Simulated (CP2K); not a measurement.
A self-consistent single point of NiSb (P6_3/mmc, 4 atoms in the cell) with CP2K.

Method: PBEsol, GPW, DZVP-MOLOPT-SR-GTH basis, GTH-PBE potentials (GTH_POTENTIALS) (CP2K).

```
NiSb
1.0
    3.95672     0.00000     0.00000
   -1.97836     3.42662     0.00000
    0.00000     0.00000     5.16488
Ni Sb
2 2
Direct
  0.00000   0.00000   0.50000
  0.00000   0.00000   0.00000
  0.33333   0.66667   0.25000
  0.66667   0.33333   0.75000
```

Reference input (self-consistent single point, DFT PBE, GPW, DZVP-MOLOPT-SR-GTH basis, GTH-PBE potentials (GTH_POTENTIALS)): CUTOFF = 600 Ry; REL_CUTOFF = 60 Ry; SMEAR/METHOD = GAUSSIAN; SIGMA = 0.2 eV; KPOINTS/SCHEME = MONKHORST-PACK 8 8 5; GAMMA_CENTERED = T; XC_FUNCTIONAL = PBE; Ni/BASIS_SET = DZVP-MOLOPT-SR-GTH-q18; Ni/POTENTIAL = GTH-PBE-q18; Sb/BASIS_SET = DZVP-MOLOPT-SR-GTH-q5; Sb/POTENTIAL = GTH-PBE-q5; METHOD = GPW. This run's input differs from it in these lines:

```diff
@@ -44,3 +44,6 @@
     &XC
-      &XC_FUNCTIONAL PBE
+      &XC_FUNCTIONAL
+        &PBE
+          PARAMETRIZATION PBESOL
+        &END PBE
       &END XC_FUNCTIONAL
```

Output (repeated stretches shortened):

```
 SCF WAVEFUNCTION OPTIMIZATION

  Step     Update method      Time    Convergence         Total energy    Change
     1 NoMix/Diag. 0.20E+00      -     1.37009833      -350.0742482257 -3.50E+02
     2 Broy./Diag. 0.20E+00      -     0.18180723      -339.7138957051  1.04E+01
     3 Broy./Diag. 0.20E+00      -     0.03362868      -349.4420828934 -9.73E+00
     4 Broy./Diag. 0.20E+00      -     0.07133997      -349.4613100859 -1.92E-02
     5 Broy./Diag. 0.20E+00      -     0.02645655      -348.5031584226  9.58E-01
     6 Broy./Diag. 0.20E+00      -     0.00731749      -349.5273336201 -1.02E+00
   [... 7 lines left out ...]
    14 Broy./Diag. 0.20E+00      -     0.00001753      -349.2696765304  2.62E-05
    15 Broy./Diag. 0.20E+00      -     0.00000036      -349.2698587632 -1.82E-04
    16 Broy./Diag. 0.20E+00      -     0.00000128      -349.2698721665 -1.34E-05
    17 Broy./Diag. 0.20E+00      -     0.00000006      -349.2698760583 -3.89E-06
  *** SCF run converged in    17 steps ***

  Overlap energy of the core charge distribution:               0.00000000010647
  Self energy of the core charge distribution:               -546.18469562727353
  Core Hamiltonian energy:                                    151.02153069806579
  Hartree energy:                                              82.23894174752785
  Exchange-correlation energy:                                -36.34387029493283
  Smearing free energy correction:                             -0.00178258164454
  Fermi energy:                                                 0.33740130845442

  Total energy:                                              -349.26987605829544
  Total energy (extrapolated to sigma->0):                   -349.26898476747317

                     Mulliken Population Analysis

   [... lines left out ...]

 STRESS| Analytical stress tensor [bar]
 STRESS|                        x                   y                   z
 STRESS|      x        8.90698764755E+03   3.76923438808E+01   5.06236305493E-08
 STRESS|      y        3.76923438808E+01   8.95005370993E+03   5.60154588166E-04
 STRESS|      z        5.06236305493E-08   5.60154588166E-04  -1.02868055896E+04
 STRESS| 1/3 Trace                                             2.52341192262E+03
```

The run converged in 17 iterations. Against the reference run the pressure goes from 3.99 to 0.25 GPa.

The starting cell has typed, rounded lattice constants, without a prior relaxation at this level. Its lattice was rescaled by a random factor within 2.5 % of one. Spin polarisation is off. Values carry the incompleteness of an atom-centred basis. The potentials were made for another functional than the one used.

Cost on one core of a shared machine: roughly 2 min.
